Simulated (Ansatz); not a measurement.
Band structure of ZrSi2 (Cmcm, 6 atoms in the cell).

```
ZrSi2
1.0
    1.84174    -7.43557     0.00000
    1.84174     7.43557     0.00000
    0.00000     0.00000     3.67325
Zr Si
2 4
Cartesian
  1.84174  -5.86057   2.75494
  1.84174   5.86057   0.91831
  1.84174   0.76527   0.91831
  1.84174  -0.76527   2.75494
  1.84174   3.71407   2.75494
  1.84174  -3.71407   0.91831
```

Method of the run: PBE (plane waves, PAW; Ansatz, a quantum-chemistry and plane-wave program).

Settings: kpoints.mp_grid.grid = 8 8 7; hamiltonian.xc = pbe; hamiltonian.pseudopotentials = {kind: paw} (the program's default PAW files); scf.occupations.method = cold; scf.occupations.width = 0.136 eV; kpoints.band_path.npoints = 10.

The starting cell comes from a database of computed structures (which also holds hypothetical and non-ambient phases and stackings), without a prior relaxation at this level.

Levels in eV from the Fermi level, bands 17 to 24:
| point | 17 | 18 | 19 | 20 | 21 | 22 | 23 | 24 |
|---|---|---|---|---|---|---|---|---|
| Γ | -2.40 | -2.34 | -2.34 | -0.10 | 1.19 | 1.35 | 1.37 | 1.65 |
| X | -1.65 | -1.45 | -0.94 | -0.60 | -0.12 | 0.90 | 1.03 | 1.55 |
| S | -1.89 | -1.44 | -0.89 | -0.43 | -0.42 | 0.88 | 0.89 | 2.07 |
| R | -3.30 | -3.30 | -2.07 | -2.07 | 2.10 | 2.10 | 3.17 | 3.17 |
| A | -3.30 | -3.30 | -2.09 | -2.09 | 2.05 | 2.05 | 3.02 | 3.02 |
| Z | -1.88 | -1.88 | -0.03 | -0.03 | 0.00 | 0.00 | 1.56 | 1.56 |
| Y | -2.63 | -1.85 | -1.52 | 0.33 | 1.10 | 1.13 | 1.55 | 1.77 |
| X1 | -1.65 | -1.45 | -0.94 | -0.60 | -0.12 | 0.90 | 1.03 | 1.55 |
| A1 | -3.30 | -3.30 | -2.09 | -2.09 | 2.05 | 2.05 | 3.02 | 3.02 |
| T | -2.10 | -2.10 | -0.85 | -0.85 | 0.04 | 0.04 | 2.29 | 2.29 |

Bands cross the Fermi level along this path, so the cell is metallic at this level.

Keys are those of Ansatz 0.2.
